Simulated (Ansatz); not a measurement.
## Hypothetical fluorite HfGe2: Ge → Zn

Base system: HfGe$_{2}$ in the fluorite structure (space group Fm-3m, No. 225; a = 6.3567 Å; a hypothetical phase, not in the database extracts checked).

One thing is altered: Zn takes the place of Ge on all its sites; the structure is relaxed again.

The values are results of PBEsol (Ansatz, a program for electronic structure), no spin-orbit coupling, earlier PAW set, not measurements. k-mesh 13×13×13 (Γ-centred); smearing 0.05 eV (Fermi–Dirac).

The volume per atom decreases by 1.626 Å³ (21.40 Å³ → 19.78 Å³) and the density increases by 0.284 g/cm³, from 8.37 g/cm³ to 8.66 g/cm³. The lattice parameter a shrinks by 0.1653 Å to 6.191 Å and the space group is still Fm-3m (No. 225). The shortest interatomic distance decreases by 0.072 Å, from 2.753 Å to 2.681 Å and the band gap remains zero.

Final structure:

```
HfZn2
1.0
    0.00000     3.09572     3.09572
    3.09572     0.00000     3.09572
    3.09572     3.09572     0.00000
Hf Zn
1 2
Direct
  0.00000   0.00000   0.00000
  0.25000   0.25000   0.25000
  0.75000   0.75000   0.75000
```

No phonon test of stability was made. As relaxed here, HfZn2 is a hypothetical phase, not in the database extracts checked. All final runs are without spin polarisation. HfZn2 and HfGe2 have a high density of states at the Fermi level and may be magnetic at this level.
